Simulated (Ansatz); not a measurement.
The reference is HgSe in the zinc blende structure (space group F-43m, No. 216; a = 6.1332 Å). Axes: x, y, z lie along the cube axes.

Computed with PBEsol in Ansatz (plane waves to 420 eV, PAW, spin-orbit coupling left out), earlier PAW set.

Before the change:

| Property | Result |
|---|---|
| Shortest interatomic distance | 265.6 pm |
| Band gap | zero |

Now apply this change: uniaxial stress, 3 GPa tension along z; all other stress components relax to zero.

**Question.** How does this affect the energy relative to the base, shortest interatomic distance and band gap?

**Answer.** The energy grows by 25 meV/atom; the shortest interatomic distance rises by 2.27 pm, from 265.6 pm to 267.8 pm; the band gap stays zero.

A case with no gap was solved on a k-mesh chosen for an insulator, which is coarse for it. Spin-orbit coupling, missing from the scalar runs, can matter with Hg. Load acts through the strain it causes; cell and atoms are relaxed under it. Stability under load was not tested beyond the relaxation. All final runs are without spin polarisation. The zero or small gap of HgSe can change with the level of theory.

Ansatz is a first-principles code.
